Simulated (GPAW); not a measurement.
Input and output of a self-consistent single point for SrFe₂As₂ (I4/mmm, 5 atoms in the cell) (GPAW).

Computed with LDA (Perdew-Wang 92), GPAW PAW datasets LDA (gpaw-data 1.0.1) (plane waves; GPAW 25.7.0).

```
Sr(FeAs)2
1.0
   -1.96205     1.96205     5.83556
    1.96205    -1.96205     5.83556
    1.96205     1.96205    -5.83556
Sr Fe As
1 2 2
Cartesian
  0.00000   0.00000   0.00000
  1.96205   0.00000   2.91778
  0.00000   1.96205   2.91778
  0.00000   0.00000   7.57456
  0.00000   0.00000   4.09657
```

Reference input (self-consistent single point, DFT PBEsol, plane waves, GPAW PAW datasets PBEsol (made by gpaw-setup)): mode = pw; ecut = 800 eV; xc = PBEsol; kpts = 6 6 6; mesh shift (steps) = 0 0 0; occupations.name = methfessel-paxton; occupations.width = 0.2 eV; occupations.order = 0; nbands = -9; convergence.forces = 0.001 eV/Å; symmetry.symmorphic = false; symmetry.tolerance = 0.0005. This run's input differs from it in these lines:

```diff
@@ -16,3 +16,3 @@
 calc = GPAW(mode=PW(800),
-            xc='PBEsol',
+            xc='LDA',
             kpts={'size': (6, 6, 6), 'gamma': True},
```

Its files differ too (potentials: GPAW PAW datasets LDA (gpaw-data 1.0.1)).

Output (repeated stretches shortened):

```
     iter     time        total  log10-change:
                         energy   eigst   dens  force
iter:   1 --:--:--   -38.408168
iter:   2 --:--:--   -37.102564   -0.10  -1.08
iter:   3 --:--:--   -36.550242   -0.52  -1.20
iter:   4 --:--:--   -36.336107   -1.02  -1.35
iter:   5 --:--:--   -36.673531   -0.97  -1.52
iter:   6 --:--:--   -36.466824   -1.68  -1.50
iter:   7 --:--:--   -36.324389   -1.56  -1.60
iter:   8 --:--:--   -36.302929   -2.84  -2.21
iter:   9 --:--:--   -36.305408   -2.85  -2.47
iter:  10 --:--:--   -36.298010c  -3.05  -2.26
iter:  11 --:--:--   -36.298057c  -3.60  -2.76
iter:  12 --:--:--   -36.298203c  -4.10  -3.15
   [... lines left out ...]
iter:  18 --:--:--   -36.298034c  -5.38  -3.99
iter:  19 --:--:--   -36.298053c  -5.40  -4.06c
iter:  20 --:--:--   -36.298042c  -5.84  -4.08c
iter:  21 --:--:--   -36.298028c  -5.93  -4.30c
iter:  22 --:--:--   -36.298032c  -6.36  -4.69c
iter:  23 --:--:--   -36.298034c  -6.52  -4.91c
iter:  24 --:--:--   -36.298031c  -6.68  -4.87c
iter:  25 --:--:--   -36.298034c  -6.93  -4.79c
iter:  26 --:--:--   -36.298034c  -7.09  -5.06c
iter:  27 --:--:--   -36.298033c  -7.24  -5.14c
iter:  28 --:--:--   -36.298035c  -7.30  -5.22c
iter:  29 --:--:--   -36.298034c  -7.56c -5.25c
iter:  30 --:--:--   -36.298034c  -7.75c -5.53c -4.01c
Converged after 30 iterations.

Dipole moment: (0.000000, -0.000000, 0.000000) |e|*Ang

Energy contributions relative to reference atoms: (reference = -278352.429452)

Kinetic:        +48.862602
Potential:      -40.073975
External:        +0.000000
XC:             -44.977405
Entropy (-ST):   -0.059517
Local:           -0.079497
SIC:             +0.000000
--------------------------
Free energy:    -36.327792
Extrapolated:   -36.298034

Showing only first 2 kpts
 Kpt  Band  Eigenvalues  Occupancy
  0    16      8.07926    1.31796
  0    17      8.07926    1.31796
  0    18      8.67983    0.00012
  0    19      8.90448    0.00000

  1    16      7.70551    1.99773
  1    17      7.75001    1.99382
  1    18      8.71923    0.00004
  1    19      8.89443    0.00000

Fermi level: 8.13720

No gap
   [... lines left out ...]
Energy (eV): -36.298034

Forces in eV/Ang:
  0 Sr   -0.00000    0.00000   -0.00000
  1 Fe    0.00000   -0.00000    0.00000
  2 Fe   -0.00000   -0.00000    0.00000
  3 As    0.00000   -0.00000    0.00498
  4 As    0.00000   -0.00000   -0.00498

Stress tensor:
     0.030564     0.000000    -0.000000
     0.000000     0.030564     0.000000
    -0.000000     0.000000     0.028717
Stress (GPa, Voigt): [ 4.8969  4.8969  4.601   0.     -0.      0.    ]
```

The run converged in 30 iterations. GPAW prints stress with tension positive. Against the reference run the pressure goes from -0.75 to -4.80 GPa and the largest force goes from 0.375 to 0.005 eV/Å.

The starting cell comes from a database of computed structures (which also holds hypothetical and non-ambient phases and stackings), without a prior relaxation at this level. Spin polarisation is off, so a magnetic state, if there is one, cannot be reached. With a pressure of about -5 GPa the cell is away from its equilibrium volume at this level.

Cost on one core of a shared machine: roughly 2 min.
